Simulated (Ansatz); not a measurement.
# CdTe under a change: pressure 0.9 GPa

Start from CdTe in the zinc blende structure (space group F-43m, No. 216; a = 6.409 Å).

The change: cell and atoms relaxed at a pressure of 0.9 GPa.

Calculations: LDA, PAW, 420 eV (Ansatz, a first-principles code; without spin-orbit coupling). Settings: 9×9×9 k-points, 0.05 eV Fermi–Dirac smearing.

```tsv
quantity	base	changed	shift
volume per atom	32.90 Å³	32.29 Å³	-0.61 Å³
density	6.06 g/cm³	6.17 g/cm³	+0.11 g/cm³
shortest interatomic distance	277.5 pm	275.8 pm	-1.7 pm
enthalpy H = E + PV relative to the base's energy	–	+0.18 eV/atom	–
band gap	0.61 eV	0.67 eV	+0.06 eV
gap character	direct at Γ	direct at Γ	–
mean gap deformation potential ΔEg/Δln V	–	-3.0 eV	–
width of the top valence band	2.38 eV	2.46 eV	+0.08 eV
electron mass	0.050 mₑ (at Γ)	0.054 mₑ (at Γ)	–
hole mass (degenerate bands, along [100])	0.051, 0.48, 0.48 mₑ (at Γ)	0.055, 0.46, 0.46 mₑ (at Γ)	–
valley order (the lowest conduction-band minima on the path, energy above the VBM, named in the base's zone)	Γ 0.61 eV; L along ⟨111⟩ 1.68 eV	Γ 0.67 eV; L along ⟨111⟩ 1.69 eV	–
```

With Te present, leaving out spin-orbit coupling can change the band edges. Load acts through the strain it causes; cell and atoms are relaxed under it. Effective masses come from finite differences of ±0.01 Å⁻¹. Stability against distortions was not tested.
